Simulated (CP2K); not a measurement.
# Worked example: self-consistent single point of LaS2 (Pnma, 24 atoms in the cell) in CP2K

Level of theory: CP2K with PBEsol, GPW, DZVP-MOLOPT-SR-GTH basis, GTH-PBE potentials (GTH_POTENTIALS).

Input as run:

```
&GLOBAL
  PROJECT bulk
  RUN_TYPE ENERGY_FORCE
  PRINT_LEVEL MEDIUM
&END GLOBAL
&FORCE_EVAL
  METHOD Quickstep
  STRESS_TENSOR ANALYTICAL
  &DFT
    BASIS_SET_FILE_NAME BASIS_MOLOPT
    BASIS_SET_FILE_NAME BASIS_MOLOPT_UCL
    POTENTIAL_FILE_NAME GTH_POTENTIALS
    &QS
      METHOD GPW
      EPS_DEFAULT 1E-10
    &END QS
    &MGRID
      CUTOFF 500
      REL_CUTOFF 50
      NGRIDS 5
    &END MGRID
    &SCF
      SCF_GUESS ATOMIC
      EPS_SCF 1E-6
      MAX_SCF 100
      ADDED_MOS 29
      &DIAGONALIZATION
        ALGORITHM STANDARD
      &END DIAGONALIZATION
      &MIXING
        METHOD BROYDEN_MIXING
        ALPHA 0.4
        NBUFFER 12
      &END MIXING
    &END SCF
    &KPOINTS
      SCHEME MONKHORST-PACK 2 1 4
      GAMMA_CENTERED T
    &END KPOINTS
    &XC
      &XC_FUNCTIONAL
        &PBE
          PARAMETRIZATION PBESOL
        &END PBE
      &END XC_FUNCTIONAL
    &END XC
    &PRINT
      &MO
        EIGENVALUES T
        OCCUPATION_NUMBERS T
        NDIGITS 8
        FILENAME mo
        &EACH
          QS_SCF 0
        &END EACH
        ADD_LAST NUMERIC
      &END MO
      &MULLIKEN ON
      &END MULLIKEN
    &END PRINT
  &END DFT
  &SUBSYS
    &CELL
      A 8.09954600 0.00000000 0.00000000
      B 0.00000000 16.24943000 0.00000000
      C 0.00000000 0.00000000 4.11975700
      PERIODIC XYZ
    &END CELL
    &COORD
      La       1.05148306     6.30981616     0.89724188
      La       7.04806294     9.93961384     3.22251512
      La       2.99828994     9.93961384     2.95712038
      La       5.10125606     6.30981616     1.16263662
      La       5.10125606     1.81489884     1.16263662
      La       2.99828994    14.43453116     2.95712038
      La       7.04806294    14.43453116     3.22251512
      La       1.05148306     1.81489884     0.89724188
      S        3.03441391     7.03194083     3.04252294
      S        5.06513209     9.21748917     1.07723406
      S        1.01535909     9.21748917     0.98264444
      S        7.08418691     7.03194083     3.13711256
      S        7.08418691     1.09277417     3.13711256
      S        1.01535909    15.15665583     0.98264444
      S        5.06513209    15.15665583     1.07723406
      S        3.03441391     1.09277417     3.04252294
      S        3.18887226     4.06235750     0.57989700
      S        4.91067374    12.18707250     3.53986000
      S        0.86090074    12.18707250     2.63977550
      S        7.23864526     4.06235750     1.47998150
      S        0.79853424     4.06235750     2.72287099
      S        7.30101176    12.18707250     1.39688601
      S        3.25123876    12.18707250     0.66299249
      S        4.84830724     4.06235750     3.45676451
    &END COORD
    &KIND La
      BASIS_SET DZVP-MOLOPT-SR-GTH
      POTENTIAL GTH-PBE-q11
    &END KIND
    &KIND S
      BASIS_SET DZVP-MOLOPT-SR-GTH
      POTENTIAL GTH-PBE-q6
    &END KIND
  &END SUBSYS
  &PRINT
    &FORCES ON
    &END FORCES
    &STRESS_TENSOR ON
    &END STRESS_TENSOR
  &END PRINT
&END FORCE_EVAL
```

The program printed (abridged):

```
 GLOBAL| Method name                                                        CP2K
 GLOBAL| Project name                                                       bulk
 GLOBAL| Run type                                                   ENERGY_FORCE

 CELL| Volume [angstrom^3]:                                           542.213602
 CELL| Vector a [angstrom]:       8.100     0.000     0.000   |a| =     8.099546
 CELL| Vector b [angstrom]:       0.000    16.249     0.000   |b| =    16.249430
 CELL| Vector c [angstrom]:       0.000     0.000     4.120   |c| =     4.119757
 CELL| Angle (b,c), alpha [degree]:                                    90.000000
 CELL| Angle (a,c), beta  [degree]:                                    90.000000
 CELL| Angle (a,b), gamma [degree]:                                    90.000000
 CELL| Numerically orthorhombic:                                             YES
 CELL| Periodicity                                                           XYZ

 DFT| Spin restricted Kohn-Sham (RKS) calculation                            RKS
 DFT| Multiplicity                                                             1
 DFT| Number of spin states                                                    1
 DFT| Charge                                                                   0
 DFT| XC density smoothing                                                  NONE
 DFT| XC derivatives                                                          PW

 QS| Method:                                                                 GPW
 QS| Density plane wave grid type                        NON-SPHERICAL FULLSPACE
 QS| Number of grid levels:                                                    5
 QS| Density cutoff [a.u.]:                                                250.0
 QS| Multi grid cutoff [a.u.]: 1) grid level                               250.0
   [... lines left out ...]
 BRILLOUIN|     1           0.25000        0.00000        0.00000       -0.25000
 BRILLOUIN|     2           0.12500        0.00000        0.00000        0.00000
 BRILLOUIN|     3           0.12500        0.00000        0.00000        0.50000
 BRILLOUIN|     4           0.25000        0.50000        0.00000       -0.25000
 BRILLOUIN|     5           0.12500        0.50000        0.00000        0.00000
 BRILLOUIN|     6           0.12500        0.50000        0.00000        0.50000
 *******************************************************************************

 Extrapolation method: initial_guess

 Re-scaling the density matrix to get the right number of electrons
                  # Electrons              Trace(P)               Scaling factor
                          184               184.000                        1.000

 Number of electrons:                                                        184
 Number of occupied orbitals:                                                 92
 Number of molecular orbitals:                                               121

 Number of orbital functions:                                                416
 Number of independent orbital functions:                                    416
 SCF WAVEFUNCTION OPTIMIZATION

  Step     Update method      Time    Convergence         Total energy    Change
     1 NoMix/Diag. 0.40E+00      -     2.19787719      -420.1074177441 -4.20E+02
     2 Broy./Diag. 0.40E+00      -     0.07947166      -416.7760620566  3.33E+00
     3 Broy./Diag. 0.40E+00      -     0.02062831      -417.3782883662 -6.02E-01
     4 Broy./Diag. 0.40E+00      -     0.00353731      -417.5497259041 -1.71E-01
     5 Broy./Diag. 0.40E+00      -     0.00071912      -417.5720807862 -2.24E-02
     6 Broy./Diag. 0.40E+00      -     0.00033278      -417.5606648066  1.14E-02
     7 Broy./Diag. 0.40E+00      -     0.00009062      -417.5551481210  5.52E-03
     8 Broy./Diag. 0.40E+00      -     0.00001790      -417.5554630389 -3.15E-04
     9 Broy./Diag. 0.40E+00      -     0.00000739      -417.5562724288 -8.09E-04
    10 Broy./Diag. 0.40E+00      -     0.00000131      -417.5565259519 -2.54E-04
    11 Broy./Diag. 0.40E+00      -     0.00000049      -417.5565097273  1.62E-05
  *** SCF run converged in    11 steps ***

  Electronic density on regular grids:       -184.0000000004       -0.0000000004
  Core density on regular grids:              183.9999999789       -0.0000000211
  Total charge density on r-space grids:       -0.0000000215
  Total charge density g-space grids:          -0.0000000215

  Overlap energy of the core charge distribution:               0.00000000155086
  Self energy of the core charge distribution:               -897.27988240599120
  Core Hamiltonian energy:                                    187.69040079836739
  Hartree energy:                                             362.88395644805945
  Exchange-correlation energy:                                -70.85098456927778

  Total energy:                                              -417.55650972729126

                     Mulliken Population Analysis

 #  Atom  Element  Kind  Atomic population                           Net charge
       1     La       1         10.812372                              0.187628
       2     La       1         10.812372                              0.187628
       3     La       1         10.812373                              0.187627
       4     La       1         10.812373                              0.187627
       5     La       1         10.812373                              0.187627
       6     La       1         10.812373                              0.187627
       7     La       1         10.812373                              0.187627
       8     La       1         10.812373                              0.187627
       9     S        2          6.184091                             -0.184091
      10     S        2          6.184091                             -0.184091
      11     S        2          6.184091                             -0.184091
      12     S        2          6.184091                             -0.184091
      13     S        2          6.184092                             -0.184092
      14     S        2          6.184092                             -0.184092
      15     S        2          6.184092                             -0.184092
   [... lines left out ...]
 FORCES|     15  6.43182964E-05 -5.79576066E-04 -5.66779359E-04   8.13193766E-04
 FORCES|     16 -6.43007357E-05  5.79607897E-04  5.66779871E-04   8.13215421E-04
 FORCES|     17 -9.88753908E-03 -1.65306701E-07  6.31950169E-03   1.17345443E-02
 FORCES|     18  9.88753920E-03  1.63576771E-07 -6.31950908E-03   1.17345484E-02
 FORCES|     19  9.88755002E-03  1.88717370E-07  6.31947520E-03   1.17345393E-02
 FORCES|     20 -9.88755864E-03 -1.90980717E-07 -6.31945761E-03   1.17345371E-02
 FORCES|     21  8.62824818E-03 -1.87959951E-07  8.81326111E-03   1.23337033E-02
 FORCES|     22 -8.62825437E-03  1.90729838E-07 -8.81326603E-03   1.23337112E-02
 FORCES|     23 -8.62827919E-03  1.64511295E-07  8.81328353E-03   1.23337411E-02
 FORCES|     24  8.62827704E-03 -1.59396212E-07 -8.81327811E-03   1.23337357E-02
 FORCES| Sum    -6.35460434E-13  9.22991652E-12 -1.67992356E-13
 FORCES| Total atomic force                                       9.25329078E-12

 STRESS| Analytical stress tensor [bar]
 STRESS|                        x                   y                   z
 STRESS|      x        6.16444732943E+03  -1.63584237382E-02   3.60550582458E-02
 STRESS|      y       -1.63584237382E-02   3.35710197450E+02   3.06084648437E-03
 STRESS|      z        3.60550582458E-02   3.06084648437E-03   2.25840514141E+03
 STRESS| 1/3 Trace                                             2.91952088943E+03
```

The run converged in 11 iterations.

The starting cell comes from a database of computed structures (which also holds hypothetical and non-ambient phases and stackings), without a prior relaxation at this level. Its lattice was rescaled by a random factor within 2.5 % of one. Values carry the incompleteness of an atom-centred basis. The potentials were made for another functional than the one used.

Cost on one core of a shared machine: roughly 2 min.
